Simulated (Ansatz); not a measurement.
Take InP in the zinc blende structure (space group F-43m, No. 216; a = 5.9598 Å) as the base.

The values are results of PBE in Ansatz (plane waves to 420 eV, PAW, no spin-orbit coupling), earlier PAW set, not measurements.

Before the change:

Gap between the host's bands: 0.44 eV
Gap character: direct at Γ

It is then changed as follows: 0.529 holes added to each cell, a density of 1.0×10^22 cm⁻³, with a uniform compensating background at fixed cell and a 300 K Fermi–Dirac width.

Question: What does the calculation give for the Fermi level from band edge, gap between the host's bands and gap character after the change?

Answer: The Fermi level relative to the doped band's edge (positive inside the band; to 0.05 eV) comes out as +0.80 eV; the gap between the host's bands rises by 0.20 eV to 0.64 eV; the gap character stays direct at Γ.

Charged cell with a jellium background: band edges are those of the host's band count, energies are not comparable with the neutral cell, and many-body gap narrowing is missing. Whether these cells are dynamically stable was not tested.

Ansatz is a quantum-chemistry and plane-wave program.
